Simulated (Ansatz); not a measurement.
**CdSe: response to strain**

The reference is CdSe in the zinc blende structure (space group F-43m, No. 216; a = 6.0818 Å). Axes: x, y, z lie along the cube axes.

Strains are applied to the cell and any free atomic positions relax; under biaxial strain the out-of-plane vector relaxes too.

Method: Ansatz (a first-principles code) PBEsol, scalar-relativistic without spin-orbit coupling.

Notes on the quantities. energy relative to the base: free energy F.

```json
[
 {"variant": "base", "energy relative to the base": "0 meV/atom", "band gap": "0.48 eV", "shortest interatomic distance": "2.634 Å"},
 {"variant": "biaxial strain −1.51 %, plane normal [110], relaxed out of plane", "energy relative to the base": "?", "band gap": "?", "shortest interatomic distance": "?"},
 {"variant": "isotropic strain −1.98 %", "energy relative to the base": "+17 meV/atom", "band gap": "0.60 eV", "shortest interatomic distance": "2.581 Å"},
 {"variant": "isotropic strain −0.30 %", "energy relative to the base": "+0.4 meV/atom", "band gap": "0.50 eV", "shortest interatomic distance": "2.626 Å"},
 {"variant": "isotropic strain +1.21 %", "energy relative to the base": "+5.8 meV/atom", "band gap": "0.41 eV", "shortest interatomic distance": "2.665 Å"},
 {"variant": "isotropic strain +4.09 %", "energy relative to the base": "+59 meV/atom", "band gap": "0.25 eV", "shortest interatomic distance": "2.741 Å"},
 {"variant": "isotropic strain +4.66 %", "energy relative to the base": "+76 meV/atom", "band gap": "0.22 eV", "shortest interatomic distance": "2.756 Å"},
 {"variant": "uniaxial strain ε_yy = −0.94 %", "energy relative to the base": "+0.5 meV/atom", "band gap": "0.48 eV", "shortest interatomic distance": "2.625 Å"},
 {"variant": "uniaxial strain ε_zz = −3.18 %", "energy relative to the base": "+5.8 meV/atom", "band gap": "0.48 eV", "shortest interatomic distance": "2.606 Å"},
 {"variant": "uniaxial strain ε_zz = +1.55 %", "energy relative to the base": "+1.3 meV/atom", "band gap": "0.43 eV", "shortest interatomic distance": "2.647 Å"}
]
```

Task: What belongs in the blanks?

Result: 
- biaxial strain −1.51 %, plane normal [110], relaxed out of plane, energy relative to the base: +3.0 meV/atom
- biaxial strain −1.51 %, plane normal [110], relaxed out of plane, band gap: 0.45 eV
- biaxial strain −1.51 %, plane normal [110], relaxed out of plane, shortest interatomic distance: 2.618 Å

Whether these cells are dynamically stable was not tested. The zero or small gap of CdSe under isotropic strain +4.09 % and CdSe under isotropic strain +4.66 % can change with the level of theory.
